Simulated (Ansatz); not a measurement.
**What Ge → Be does to ZnCu2GeS4**

The reference is ZnCu2GeS4 (space group I-4, No. 82; a = 5.267 Å, c = 10.485 Å).

It is then changed as follows: full substitution Ge → Be, then cell and atoms are relaxed.

Computed with PBEsol (Ansatz, a first-principles code; PAW; 420 eV plane waves; no SOC). Settings: 13×13×13 k-points, 0.05 eV Fermi–Dirac smearing, for the changed cell.

```csv
quantity,base,changed,shift
volume per atom,18.18 Å³,16.68 Å³,-1.50 Å³
density,4.49 g/cm³,4.10 g/cm³,-0.39 g/cm³
lattice parameter a,5.267 Å,5.119 Å,-0.1473 Å
c/a ratio,1.991,1.989,-0.002
space group,I-4 (No. 82),I-4 (No. 82),–
band gap,0.60 eV,zero,–
```

Final structure:

```
BeZnCu2S4
1.0
   -2.55968     2.55968     5.09093
    2.55968    -2.55968     5.09093
    2.55968     2.55968    -5.09093
Cu Zn Be S
2 1 1 4
Cartesian
  0.00000   0.00000   0.00000
  0.00000   2.55968   2.54546
  2.55968   0.00000   2.54546
  0.00000   0.00000   5.09093
  1.18472   1.24836   3.90611
  1.37496   1.31131  -1.18482
  1.24836  -1.18472   6.27575
  1.31131   3.74439   1.18482
```

Cost of the whole job for the changed cell (relaxation, final SCF and bands): about 20 core-minutes (a rough figure).

No phonon test of stability was made. As relaxed here, BeZnCu2S4 is a hypothetical phase, not in the database extracts checked. The final runs are not spin-polarised.
